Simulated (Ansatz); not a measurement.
Data:

```
HfN
1.0
    0.00000     2.28548     2.28548
    2.28548     0.00000     2.28548
    2.28548     2.28548     0.00000
Hf N
1 1
Direct
  0.00000   0.00000   0.00000
  0.50000   0.50000   0.50000
```

No spin polarisation.

All numbers come from r2SCAN (Ansatz, a first-principles code), without spin-orbit coupling. k-mesh 22×22×22 (Γ-centred); smearing 0.1 eV (Fermi–Dirac).

Problem. What band gap does the calculation give?

Solution. Zero.

Problem. What pressure does the calculation give?

Solution. -7.9 GPa.

The cells carry an imposed strain or load. Whether these cells are dynamically stable was not tested. All final runs are without spin polarisation. The cell was made from HfN in the rock salt structure (space group Fm-3m, No. 225) by this change: isotropic strain +1.00 %.
